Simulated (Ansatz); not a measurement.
System: KCSN (Pbcm, No. 57). Method: rVV10 (PAW; Ansatz, a quantum-chemistry and plane-wave program).

Numerical settings: plane-wave cutoff 520 eV, 6×6×6 k mesh, Fermi–Dirac smearing 0.01 eV, scalar-relativistic PAW data made under PBE.

Energies at three volumes about the minimum:

```tsv
V (Å³/atom)	E − E_lowest (meV/atom)
19.987	0.56
20.395	0.00
20.803	0.51
```

Problem. Fit a parabola by hand: where is the minimum, and what is the bulk modulus?

Solution. Slopes: (0.00 − 0.56)/(20.395 − 19.987) = -1.373 and (0.51 − 0.00)/(20.803 − 20.395) = 1.250 meV/Å³. Curvature E″ = 2 × (1.250 − (-1.373))/(20.803 − 19.987) = 6.429 meV/Å⁶. From the middle of the first interval, the slope vanishes at V0 = 20.1910 − (-1.373)/6.429 = 20.405 Å³/atom. B = V0 E″ = 20.405 × 6.429 meV/Å³ × 0.1602 GPa per meV/Å³ = 21.0 GPa. The full Birch–Murnaghan fit to all volumes gives V0 = 20.396 Å³/atom and B0 = 20.9 GPa.

Shape and atoms are relaxed at each volume.

Note: the bulk modulus comes from volumes at which shape and atoms were relaxed.
